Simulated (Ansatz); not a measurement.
## A constructed model of the (0001) surface of hcp Co, ferromagnetic, p(2x2) layer of Sn, one a cell, on the site that continues the host's stacking (bottom of the slab: a bare face, its two planes held)

Computed with PBE (plane waves to 420 eV, PAW; Ansatz, an electronic-structure program).

Set-up: 25 atoms, 12.4 Å thick at the start with caps and adatoms (thin: gaps and levels are the slab's own); mesh 9x9x1; 0.1 eV smearing; dipole correction on; 8 atoms held, the rest relaxed; held to the start's symmetry, so lower structures may exist; spin-polarised, ending with about 38.6 μB a cell; orders that need a larger cell were not tried, no spin-orbit, no U. It is one candidate, not shown to be the stable structure of the face.

```json
{
  "work_function_of_the_top_face": "4.36 eV",
  "energy_released_by_relaxation": "0.20 eV",
  "magnetic_moment_of_the_cell": "38.57 μB",
  "cost": "about 60 core-minutes (a rough figure)"
}
```
